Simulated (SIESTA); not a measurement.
SIESTA run on KTlO2 (R3m, 4 atoms in the cell): self-consistent single point.

Computed with SIESTA 5.4.2 with LDA PW92, numerical atomic orbitals DZP, PseudoDojo LDA standard norm-conserving potentials (rewritten from UPF to PSML).

```yaml
crystal:
  lattice:
    - [1.71813, 0.99196, 6.07173]
    - [-1.71813, 0.99196, 6.07173]
    - [0.00000, -1.98392, 6.07173]
  atoms:
    - { symbol: K, position: [0.50274, 0.50274, 0.50274] }
    - { symbol: Tl, position: [0.00000, 0.00000, 0.00000] }
    - { symbol: O, position: [0.73208, 0.73208, 0.73208] }
    - { symbol: O, position: [0.26792, 0.26792, 0.26792] }
```

Reference input (self-consistent single point, DFT, LDA PW92, numerical atomic orbitals DZP, PseudoDojo LDA standard norm-conserving potentials (rewritten from UPF to PSML)): XC.functional = LDA; XC.authors = PW92; potentials = PseudoDojo LDA standard; PAO.BasisSize = DZP; PAO.EnergyShift = 0.01 Ry; MeshCutoff = 400 Ry; kgrid.MonkhorstPack = 4 4 4; OccupationFunction = FD; ElectronicTemperature = 0.02 eV; MaxSCFIterations = 150; SCF.Mixer.Method = Pulay; SCF.Mixer.Weight = 0.25. This run's input differs from it in these lines:

```diff
@@ -42,3 +42,6 @@
 SCF.Mixer.History            8
-SCF.DM.Tolerance             1.0E-04
+SCF.DM.Converge              false
+SCF.H.Converge               false
+SCF.FreeE.Converge           true
+SCF.FreeE.Tolerance          1.0E-01 eV
 Diag.ParallelOverK           true
```

Log, with long lists cut:

```
        iscf     Eharris(eV)        E_KS(eV)     FreeEng(eV)     dDmax    Ef(eV) dHmax(eV)
   scf:    1    -3344.911891    -3356.812788    -3356.812788  1.456887 -6.934876  8.326879
   scf:    2    -3363.761233    -3361.343696    -3361.343696  0.132345 -6.501686  2.292532
   scf:    3    -3361.719253    -3361.589423    -3361.589423  0.064264 -6.303087  0.906998
   scf:    4    -3361.665203    -3361.633129    -3361.633129  0.063744 -6.396560  0.147339
SCF Convergence by FreeE criterion
|FreeE_i-FreeE_(i-1)| (eV) <     0.10000000
max |DM_out - DM_in|         :     0.0637435907
max |H_out - H_in|      (eV) :     0.1473386192
SCF cycle converged after 4 iterations

Using DM_out to compute the final energy and forces

siesta: E_KS(eV) =            -3361.6331

siesta: E_KS - E_eggbox =     -3361.6331

siesta: Atomic forces (eV/Ang):
     1   -0.000000   -0.000000   -0.215691
     2    0.000000   -0.000000    0.184735
     3    0.000000   -0.000000    0.004407
     4   -0.000000    0.000000    0.026505
   Tot    0.000000    0.000000   -0.000044
   Max    0.215691
   Res    0.082347    sqrt( Sum f_i^2 / 3N )
   Max    0.215691    constrained

Stress tensor Voigt[x,y,z,yz,xz,xy] (kbar):       32.70       32.70       31.77       -0.00       -0.00        0.00
   [... lines left out ...]
siesta: FreeEng =     -3361.633129
   [... lines left out ...]
siesta:     0.020412    0.000000   -0.000000
siesta:     0.000000    0.020412   -0.000000
siesta:    -0.000000   -0.000000    0.019828

siesta: Cell volume =         62.088775 Ang**3

siesta: Pressure (static):
siesta:                Solid            Molecule  Units
siesta:          -0.00022020         -0.00011572  Ry/Bohr**3
siesta:          -0.02021751         -0.01062484  eV/Ang**3
siesta:         -32.39201849        -17.02286570  kBar
```

The run converged in 4 iterations. Against the reference run the free energy hardly moves (within 1 meV/atom), the pressure goes from -3.01 to -3.24 GPa, the largest force moves little (0.220 to 0.216 eV/Å) and the gap on the mesh goes from 0.801 to 0.826 eV.

The starting cell comes from a database of computed structures (which also holds hypothetical and non-ambient phases and stackings), without a prior relaxation at this level. Its lattice was rescaled by up to half a per cent. One atom was moved a little off its site on purpose. Spin-orbit coupling is off. Values carry the incompleteness of an atom-centred basis. The basis of the alkali or alkaline-earth atoms may lack their empty d shell, which can raise the gap. With a pressure of about -3 GPa the cell is away from its equilibrium volume at this level.

Cost on one core of a shared machine: roughly 4 min.
